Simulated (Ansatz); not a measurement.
Input:

```
CELL_PARAMETERS angstrom
      3.12293     0.00000     0.00000
     -1.56147     2.70454     0.00000
      0.00000     0.00000    11.89218
ATOMIC_POSITIONS crystal
  W  0.33333 0.66667 0.25000
  W  0.66667 0.33333 0.75000
  S  0.33333 0.66667 0.61789
  S  0.66667 0.33333 0.11789
  S  0.66667 0.33333 0.38211
  S  0.33333 0.66667 0.88211
```

A single point on WS2 with a change (pressure −1 GPa), its geometry relaxed with PBEsol-D3(BJ).

All numbers come from PBEsol in Ansatz (plane waves to 420 eV, PAW, spin-orbit coupling included). k-mesh 12×12×3 (Γ-centred); smearing 0.05 eV (Fermi–Dirac).

Problem. Predict the gap character, band gap, hole mass and smallest direct gap.

Solution. The gap character is indirect, Γ → K–Γ (44 % along) and the band gap is 0.68 eV. The hole mass is 0.90 mₑ along c, 0.49 mₑ across (at Γ) and the smallest direct gap comes out as 1.70 eV.

Single points use the geometry relaxed with PBEsol-D3(BJ). Load acts through the strain it causes; cell and atoms are relaxed under it. Effective masses come from finite differences of ±0.01 Å⁻¹. Stability against distortions was not tested. The cell was made from WS₂ in the 2H-MoS2 type structure (space group P6_3/mmc, No. 194; layered, stacked along the Cartesian z axis) by this change: pressure −1 GPa.

Ansatz is an electronic-structure program.
